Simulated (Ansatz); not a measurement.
**Electron-phonon data for YAs (Fm-3m)**

Consider the following.

```yaml
crystal:
  lattice:
    - [0.00000, 2.87430, 2.87430]
    - [2.87430, 0.00000, 2.87430]
    - [2.87430, 2.87430, 0.00000]
  atoms:
    - { symbol: Y, position: [0.00000, 0.00000, 0.00000] }
    - { symbol: As, position: [0.50000, 0.50000, 0.50000] }
```

All values below come from PBEsol, DFPT electron-phonon coupling, linearised Boltzmann equation (plane waves, PAW, scalar-relativistic; Ansatz, an electronic-structure program). How the cell was made: relaxed with this functional, without spin-orbit coupling.

* **resistivity at 300 K**: 21 μΩ·cm
* **resistivity at 77 K**: 2.1 μΩ·cm

A metal at this level (no band gap). Only scattering by harmonic phonons is included (no impurities, grain boundaries, electron-electron scattering or thermal expansion). Spin-orbit coupling is left out. Halving the electron mesh (24x24x24) moves the resistivity by up to 7 % at 300 K. Smearing 0.20 eV; phonons on a 4x4x4 q mesh, which this run doesn't test and which matters most at low temperature.

Formula and space group known from diffraction (Crystallography Open Database), not checked to be the room-temperature form: YAs (Fm-3m).
